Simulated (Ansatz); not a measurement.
**ScAg2 (I4/mmm, No. 139; cell taken from a computed entry)**

Level of theory: r²SCAN in Ansatz (PAW).

Numerical settings: plane-wave cutoff 500 eV, 22×22×22 k mesh, Fermi–Dirac smearing 0.1 eV, no spin polarisation, scalar-relativistic PAW data made under PBE.

Cell (relaxed at this level):

```xyz
3
Lattice="-1.7670 1.7670 4.4580 1.7670 -1.7670 4.4580 1.7670 1.7670 -4.4580" Properties=species:S:1:pos:R:3 pbc="T T T"
Sc     0.0000     0.0000     0.0000
Ag     0.0000     0.0000     5.9467
Ag     0.0000     0.0000     2.9694
```

```
Quantity          Value
--------  -------------
band gap  zero (no gap)
```

Note: the relaxation could not lower the start's symmetry, so the cell can be a saddle point above a distorted one.

Spin–orbit coupling is not included.

Ansatz is a first-principles code.
